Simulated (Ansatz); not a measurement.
The reference is HfO₂ in the fluorite structure (space group Fm-3m, No. 225; a = 5.059 Å). Axes: x, y, z lie along the cube axes.

Level of theory: r2SCAN/PAW in Ansatz (an electronic-structure program), scalar-relativistic without spin-orbit coupling, earlier PAW set.

Base values:

```
Property                            Value
-----------------------------  ----------
Shortest interatomic distance  4.140 bohr
```

Now apply this change: tensile biaxial strain of 0.28 % in the plane normal to [001], as in epitaxy on a mismatched substrate; the out-of-plane cell vector and the atoms relax.

**Question.** What does the calculation give for the energy relative to the base, shortest interatomic distance and in-plane stress after the change?

**Answer.** The energy rises by 0.4 meV/atom; the shortest interatomic distance rises by 0.006 bohr to 4.146 bohr; the mean in-plane stress (compression positive) is -1.9 GPa.

Stability against distortions was not tested. This is not the structure that HfO2 has at room temperature and ambient pressure.
